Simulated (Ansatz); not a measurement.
## A computed series for WSe2: carrier doping

Base system: WSe2 (space group P6_3/mmc, No. 194; a = 3.2790 Å, c = 12.7858 Å; layered, stacked along the Cartesian z axis).

Carriers are added at fixed cell with a uniform background; the Fermi–Dirac width is that of 300 K.

Level of theory: DFT with PBE-D3(BJ), PAW potentials and a 420 eV plane-wave cutoff in Ansatz (a first-principles code), without spin-orbit coupling, earlier PAW set.

Notes on the quantities. Fermi level from band edge: Fermi level relative to the doped band's edge (positive inside the band; to 0.05 eV).

```tsv
case	Fermi level from band edge	gap between the host's bands
undoped	–	0.87 eV
electrons 2.0×10^21 cm⁻³	+0.30 eV	0.85 eV
electrons 3.0×10^21 cm⁻³	+0.45 eV	0.84 eV
electrons 1.0×10^22 cm⁻³	+0.85 eV	0.78 eV
holes 2.0×10^21 cm⁻³	+0.45 eV	0.90 eV
holes 3.0×10^21 cm⁻³	+0.50 eV	0.90 eV
holes 1.0×10^22 cm⁻³	[?]	[?]
```

Question: Complete the table.

Answer: 
- holes 1.0×10^22 cm⁻³, Fermi level from band edge: +0.80 eV
- holes 1.0×10^22 cm⁻³, gap between the host's bands: 0.93 eV

Charged cell with a jellium background: band edges are those of the host's band count, energies are not comparable with the neutral cell, and many-body gap narrowing is missing. With W present, leaving out spin-orbit coupling can change the band edges. Whether these cells are dynamically stable was not tested.
